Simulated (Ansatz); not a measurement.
Carrier properties of ZnS (F-43m)

Here is the system:

```
ZnS
1.0
    0.00000     2.65689     2.65689
    2.65689     0.00000     2.65689
    2.65689     2.65689     0.00000
Zn S
1 1
Direct
  0.00000   0.00000   0.00000
  0.25000   0.25000   0.25000
```

Calculation: PBEsol with spin-orbit coupling, rigid bands (plane waves, PAW; Ansatz, a first-principles code). Condition of this run: hydrostatic pressure 2 GPa (the target of the relaxation). Geometry: cell and atoms relaxed with PBEsol, then loaded as said.

| Item | Result |
|---|---|
| band gap | 2.17 eV |
| electron conductivity mass (300 K, dilute) | 0.184 mₑ |
| hole conductivity mass (300 K, dilute) | 0.82 mₑ |
| effective density of states N_c (300 K) | 1.9e18 cm⁻³ |
| effective density of states N_v (300 K) | 4.6e19 cm⁻³ |
| density-of-states mass, electrons | 0.181 mₑ |
| density-of-states mass, holes | 1.51 mₑ |
| Seebeck coefficient, n-type 1e19 cm⁻³, 300 K | -106 μV/K |
| Seebeck coefficient, p-type 1e19 cm⁻³, 300 K | 380 μV/K |
| best p-type power factor at 300 K for τ = 10 fs (best axis; densities from 1e16 to 1e21 cm⁻³ tried, whether or not they can be reached) | 16.8 μW/(cm·K²) at 3e20 cm⁻³ |

Rigid bands; masses and Seebeck coefficients take one relaxation time τ for all states and one kind of carrier; polarons and phonon drag are left out.
